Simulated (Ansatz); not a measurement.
We consider TbC2 (I4/mmm, No. 139), described by r²SCAN (PAW; Ansatz, a first-principles code).

Numerical settings: plane-wave cutoff 500 eV, 16×16×16 k mesh, Fermi–Dirac smearing 0.05 eV, spin-polarised start, scalar-relativistic PAW data made under PBE.

Computed at the level's own relaxed cell.

Problem. Estimate the equilibrium volume per atom, equilibrium lattice constant a and lattice parameter c that the calculation returns.

Solution. 
* **equilibrium volume per atom**: 14.01 Å³/atom
* **equilibrium lattice constant a**: 3.682 Å
* **lattice parameter c**: 6.202 Å

Note: the magnetic order was assumed, not searched for or taken from measurement; the 4f shell is treated without U or exact exchange, so its levels and filling can be wrong.

Spin–orbit coupling is not included.

Computed values are for the static lattice.
